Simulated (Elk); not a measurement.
Troubleshooting Elk: a failed run on BaCa (Pm-3m, 2 atoms in the cell). The aim is a self-consistent single point with DFT, PBE, all-electron FP-LAPW, Elk's shipped species files, APW+lo basis with extra local orbitals.

This input was run:

```
tasks
  0

xctype
  20

rgkmax
  8.0

gmaxvr
  14.0

nxlo
  2

lorbcnd
  .true.

lmaxi
  2

stype
  1

swidth
  0.00999582

maxscl
  100

avec
    8.7337094357    0.0000000000    0.0000000000
    0.0000000000    8.7337094357    0.0000000000
    0.0000000000    0.0000000000    8.7337094357

sppath
  'species/'

atoms
  2
  'ca.in'
  1
  0.0000000000  0.0000000000  0.0000000000    0.0 0.0 0.0
  'Ba.in'
  1
  0.5000000000  0.5000000000  0.5000000000    0.0 0.0 0.0

ngridk
  5 5 5
```

Log, with long lists cut:

```
│ Elk code version 10.2.4 started │

Error(readspecies): error opening species file species/ca.in
```

Q: Read the log: what does the program object to, and what is the fix?

A: The fault is a potential or basis that cannot be found (species file name in the wrong case). The input names a file or set that is not where the program looks, or that does not exist under that name. To fix it, correct the name or place the file. The program stopped before any SCF iteration.

The sound input it was made from differs as follows (other fixes are possible):
```diff
-  'ca.in'
+  'Ca.in'
```

With that input, the run converged in 15 iterations: total energy -240001.3319 eV; Fermi level (on the code's own zero) 4.36 eV (DFT, PBE, all-electron FP-LAPW, Elk's shipped species files, APW+lo basis with extra local orbitals).

On the sound input: the starting cell was generated: these elements placed on a structure prototype, without a prior relaxation; it need not be a known phase or ordering of this composition. Values depend on the basis (sphere radii, cutoffs, local orbitals), which need not be converged.
